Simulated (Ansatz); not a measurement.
Consider interstitial Na in monoclinic ZrO2 with all lengths changed by +1 %, charge state +1. All values below come from PBE, PAW (plane waves to 420 eV; Ansatz, a first-principles code).

Cell of 96 host sites held at the strained lattice (strain from the relaxed PBE one, atoms relaxed); the Γ point alone; Fermi-Dirac width 0.01 eV, spin-restricted; finite-size errors left in. Energies are static. The charge state is imposed; whether it is stable for some Fermi level was not computed. Sites that were not tried may lie lower.

The step: one Na atom jumps by itself; the atom moves 1.56 Å along (0.27, -0.09, 0.14) of the unit cell; the moving atom starts with neighbours O at 2.07, O at 2.09, O at 2.19, O at 2.29, O at 2.40, O at 2.63, O at 2.68; Zr at 2.53 Å and ends with O at 2.07, O at 2.09, O at 2.19, O at 2.29, O at 2.40, O at 2.63, O at 2.68; Zr at 2.53 Å. On the band's own sampling the forward barrier is 0.15 eV. Harmonic modes of the moving Na atom alone, all others held, come from finite differences of 0.015 Å. The saddle point's order was not checked, and it lies on a symmetry element of the cell, where a band can be held.

Which three frequencies does the atom have at the start and at the saddle point?

start 5.3, 11.0, 12.6 THz; saddle point 0.7i, 11.6 and 13.6 THz.

What attempt frequency and zero-point change of the barrier follow from these modes alone, and what classical rate at 500 K?

ν = (5.3 × 11.0 × 12.6) / (11.6 × 13.6) ≈ 4.7 THz. The zero-point energy changes the barrier by h/2 × (25.2 − 28.9) THz = -0.008 eV. The classical rate is ν exp(−0.15/0.0431) ≈ 1e11 s⁻¹. One atom's modes give a rough prefactor, not that of the whole cell.
